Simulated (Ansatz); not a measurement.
C (model structure, started from the Si type, Cmcm, No. 63, 12 atoms in the cell) was calculated with r²SCAN+rVV10 (Ansatz, an electronic-structure program, PAW).

Numerical settings: plane-wave cutoff 560 eV, 14×14×4 k mesh (along the axes of the cell as run), Fermi–Dirac smearing 0.01 eV, scalar-relativistic PAW data made under PBE.

Computed at the level's own relaxed cell.

```
CELL_PARAMETERS angstrom
      1.25241    -3.51519     0.00000
      1.25241     3.51519     0.00000
      0.00000     0.00000     8.33075
ATOMIC_POSITIONS crystal
  C  0.75891 0.24109 0.44515
  C  0.24109 0.75891 0.55485
  C  0.24109 0.75891 0.94515
  C  0.75891 0.24109 0.05485
  C  0.43104 0.56896 0.65758
  C  0.56896 0.43104 0.34242
  C  0.56896 0.43104 0.15758
  C  0.43104 0.56896 0.84242
  C  0.97042 0.02958 0.40965
  C  0.02958 0.97042 0.59035
  C  0.02958 0.97042 0.90965
  C  0.97042 0.02958 0.09035
```

Problem. List the 34 lowest band energies at Γ above −25 eV (eV, relative to the valence band maximum), grouping those that round alike.

Solution. At Γ: -22.51, -21.81, -18.95, -15.65, -14.96, -12.43, -12.35, -11.98, -11.55, -8.51, -7.62, -7.39, -6.69, -6.15, -5.22, -4.82, -3.58, -3.53, -3.22, -3.02, -2.85, -2.00, -1.14, -0.72, 3.01, 5.41, 6.00, 6.03, 6.49, 6.83, 7.77, 8.11, 8.24, 8.96.

Note: the relaxation could raise the start's symmetry but not lower it, so the cell can be a saddle point.

A model structure was made by putting elements into a prototype or built by hand; it is no filed structure, need not be a known phase, and can be a saddle point held by its symmetry.
